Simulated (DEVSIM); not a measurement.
Structure: abrupt Ge n-p junction, at 400 K.

Layer 1 from the left is Ge, thickness (μm) 0.240, Nd (cm⁻³) 1.3e15, τn (s) 2.7e-6, τp (s) 2.7e-6. Layer 2 from the left is Ge, thickness (μm) 42.0, Na (cm⁻³) 1.1e17, τn (s) 2.7e-6, τp (s) 2.7e-6.

Left contact: ohmic. Right contact: ohmic. Voltage is applied to the left contact. Recombination: SRH at mid-gap, radiative. Mobility is μmin + (μ − μmin)/(1 + (N/Nref)^α).

Constants are typed, rounded textbook-type inputs, not results; the design itself was drawn at random and stands for no fabricated device. Values at 300 K; Nc and Nv go as T^1.5, mobilities as T to minus their exponent, the gap by Varshni's rule with the affinity fixed.

Ge: gap (eV) 0.664, affinity (eV) 4, permittivity 16, Nc (cm⁻³) 1.04e19, Nv (cm⁻³) 6e18, μn (cm²/Vs) 3900, μp (cm²/Vs) 1900, μn,min 150, μp,min 100, Nref,n 2.6e17, Nref,p 4e17, αn 0.56, αp 0.6, T exponent of μn 1.66, T exponent of μp 2.33, B (cm³/s) 6.4e-14, Varshni α (eV/K) 0.000477, Varshni β (K) 235.

Simulated with DEVSIM: 1D drift-diffusion, Boltzmann statistics, complete ionisation; no tunnelling, impact ionisation, image-force lowering or self-heating.

Q: What does the simulation give for the largest field in the device at zero bias, the potential step across the device at zero bias?

A: largest field in the device at zero bias 18000 V/cm; potential step across the device at zero bias 0.165 V.
